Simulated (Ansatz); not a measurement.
**Convergence series on RhS2 (Pa-3, 12 atoms in the cell)**

```
CELL_PARAMETERS angstrom
      5.46306     0.00000     0.00000
      0.00000     5.46306     0.00000
      0.00000     0.00000     5.46306
ATOMIC_POSITIONS crystal
  Rh 0.00000 0.00000 0.00000
  Rh 0.50000 0.00000 0.50000
  Rh 0.50000 0.50000 0.00000
  Rh 0.00000 0.50000 0.50000
  S  0.38400 0.38400 0.38400
  S  0.11600 0.61600 0.88400
  S  0.88400 0.11600 0.61600
  S  0.61600 0.88400 0.11600
  S  0.61600 0.61600 0.61600
  S  0.88400 0.38400 0.11600
  S  0.11600 0.88400 0.38400
  S  0.38400 0.11600 0.88400
```

Computed with LDA (PW92), default PAW files made with PBE (plane waves; Ansatz, a program for electronic structure).

The starting cell comes from a database of published, mostly measured structures (it also holds non-ambient and calculated ones), without a prior relaxation at this level. Its lattice was rescaled by a random factor within 2.5 % of one. Spin polarisation is off. In the base run, with a pressure of about 19 GPa the cell is away from its equilibrium volume at this level. Ansatz's pressure includes its estimate of the finite-basis (Pulay) stress.

Held fixed: kpoints.mp_grid.grid = 5 5 5; hamiltonian.xc = lda; hamiltonian.pseudopotentials = {kind: paw} (the program's default PAW files); scf.occupations.method = cold; scf.occupations.width = 0.2 eV.

ΔF is the free energy per atom less that of the last row (1e-12 eV).

Ansatz starts here from atomic densities corrected by a trained network and corrects its stress for the error left by an unfinished SCF, so loose thresholds cost less than they might elsewhere.

The series runs over scf.convergence.dr2_threshold = 0.1 eV; 0.01 eV; 0.001 eV; 0.0001 eV; 1e-05 eV; 1e-06 eV; 1e-08 eV; 1e-10 eV; 1e-12 eV.

**Question.** From which setting on does the largest force stay within 0.005 eV/Å of the last one?

**Answer.** From scf.convergence.dr2_threshold = 0.01 eV on; the one before it is off by 0.020 eV/Å. The value it settles on is 0.202 eV/Å at this level of theory and with the other settings as held.

```
scf.convergence.dr2_threshold  ΔF (meV/atom)  pressure (GPa)  largest force (eV/Å)  iterations
-----------------------------  -------------  --------------  --------------------  ----------
0.1 eV                                  0.13           18.53                 0.222           2
0.01 eV                                 0.01           18.61                 0.200           3
0.001 eV                                0.00           18.58                 0.203           4
0.0001 eV                               0.00           18.59                 0.203           4
1e-05 eV                                0.00           18.59                 0.202           5
1e-06 eV                                0.00           18.58                 0.202           6
1e-08 eV                                0.00           18.58                 0.202           7
1e-10 eV                                0.00           18.58                 0.202           9
1e-12 eV                                0.00           18.58                 0.202          10
```

Keys are those of Ansatz 0.2.
